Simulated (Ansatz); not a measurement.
Consider ZrS2 in the CdI2 type structure (space group P-3m1, No. 164; a = 3.6743 Å, c = 5.8603 Å; layered, stacked along the Cartesian z axis). Axes: x lies along a and z along c of the hexagonal cell.

Level of theory: r2SCAN+rVV10 (Ansatz, a quantum-chemistry and plane-wave program, PAW, no SOC).

Base values:

The band gap is 1.17 eV and the smallest direct gap is 1.81 eV.

One thing is altered: tensile biaxial strain of 0.94 % in the plane normal to [001], as in epitaxy on a mismatched substrate; the out-of-plane cell vector and the atoms relax.

Question: What does the calculation give for the band gap, smallest direct gap and out-of-plane strain after the change?

Answer: The band gap grows by 0.04 eV to 1.21 eV; the smallest direct gap shrinks by 0.07 eV (1.81 eV → 1.74 eV); the out-of-plane strain amounts to -0.44 %.

No phonon test of stability was made.
